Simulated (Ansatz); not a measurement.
Take BaTiO$_{3}$ in the cubic perovskite structure (space group Pm-3m, No. 221; a = 4.019 Å) as the base.

Calculations: Kohn–Sham DFT with the PBE functional, run in Ansatz (a quantum-chemistry and plane-wave program) with PAW and 420 eV plane waves, no spin-orbit coupling.

Base values:

Lattice parameter a: 4.019 Å
Band gap: 1.78 eV

It is then changed as follows: cell and atoms relaxed at a pressure of 10 GPa.

Problem. Predict the new lattice parameter a and band gap.

Solution. The lattice parameter a drops by 0.072 Å, from 4.019 Å to 3.947 Å; the band gap goes up by 0.12 eV to 1.90 eV.

Load acts through the strain it causes; cell and atoms are relaxed under it. Whether these cells are dynamically stable was not tested. Competing high-pressure phases were not computed. The final runs are not spin-polarised. Many cubic perovskites are stable only at high temperature; tilts and polar distortions were not tested. This is not the structure that BaTiO3 has at room temperature and ambient pressure.
